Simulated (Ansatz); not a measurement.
Defect calculation: Ag interstitial in bulk 2H MoS2

Level of theory: PBE-D3(BJ), PAW (plane waves to 420 eV; Ansatz, a program for electronic structure). The supercell holds 54 host sites (3×3×1 repeats of a cell of 6 atoms), with a 3×3×2 Γ-centred k-point sampling for the final energies. Site at the start: void with 6S nearest. Charged cells carry a point-charge image correction with potential alignment at far atoms. Dielectric constants: PBE linear response of the host. Host gap at this level: 0.77 eV. Finite-size and sampling errors can reach tenths of an eV here. Levels are measured in PBE's own, too narrow, gap. Spin–orbit coupling is left out. Each state is the lowest found from its start.

The name describes the start; the neighbours show where the atoms ended.

Charges with a result: +1, 0. Others weren't obtained, and one of them could lie lower, also by skipping a charge.

```
charge         moment (μB)  largest move off a lattice site (Å)  neighbours of the last Ag atom of the defect at the end (Å)  image correction with alignment (eV)
------  ------------------  -----------------------------------  -----------------------------------------------------------  ------------------------------------
+1†     not spin-polarised                                 0.18               S 2.48, S 2.48, S 2.48, S 2.48, S 2.48, S 2.48                                  0.48
0†                quenched                                 0.18               S 2.47, S 2.47, S 2.47, S 2.47, S 2.47, S 2.47                                  0.00
```

† Not settled in this cell, so no level is given: charge +1: carriers not clearly localised; charge 0: a level filled in part, carriers not clearly localised, level within 0.1 eV of a band edge or past it.

Starting moments that weren't kept: charge 0 began with 1 μB and ended with 0.0.

Flagged in the runs: a doubtful potential alignment, a host whose relaxation on this sampling wasn't shown to rest, a strain field that reaches the edge of the cell.
